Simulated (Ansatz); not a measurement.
Consider KTlS₂ (space group R-3m, No. 166; a = 3.984 Å, c = 21.707 Å (hexagonal axes); a hypothetical phase, not in the database extracts checked).

Computed with PBEsol (Ansatz, an electronic-structure program), spin-orbit coupling left out.

One change was made to it. Results:

| quantity | base | after |
|---|---|---|
| shortest interatomic distance | 5.157 bohr | 5.107 bohr |
| band gap | 0.89 eV | 1.03 eV |
| density | 5.14 g/cm³ | 5.37 g/cm³ |

Q: Which of these changes matches the shifts?
(A) pressure 2.1 GPa
(B) pressure −1 GPa
(C) pressure 15 GPa

A: A, pressure 2.1 GPa. For comparison, the band gap in the other runs: pressure −1 GPa gives 0.81 eV; pressure 15 GPa gives 1.22 eV.

Spin-orbit coupling, missing from the scalar runs, can matter with Tl. Load acts through the strain it causes; cell and atoms are relaxed under it. Whether these cells are dynamically stable was not tested. Competing high-pressure phases were not computed.
